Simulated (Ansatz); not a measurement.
CsCl-type NaH (model structure) was calculated with r²SCAN (plane waves, PAW; Ansatz, a quantum-chemistry and plane-wave program).

Settings: plane-wave cutoff 500 eV, 10×10×10 k mesh, gaussian smearing 0.02 eV, scalar-relativistic PAW data made under PBE.

Cell (relaxed at this level):

```xyz
2
Lattice="2.9320 0.0000 0.0000 0.0000 2.9320 0.0000 0.0000 0.0000 2.9320" Properties=species:S:1:pos:R:3 pbc="T T T"
Na     0.0000     0.0000     0.0000
H      1.4660     1.4660     1.4660
```

**Question.** Estimate the band gap that the calculation returns.

**Answer.** 
* **band gap**: 1.60 eV (on the SCF k mesh)

Note: the relaxation could raise the start's symmetry but not lower it, so the cell can be a saddle point.

The computed numbers hold no vibrational or temperature effects.

Computing time: roughly 10 core-seconds.

A model structure was made by putting elements into a prototype or built by hand; it is no filed structure, need not be a known phase, and can be a saddle point held by its symmetry.
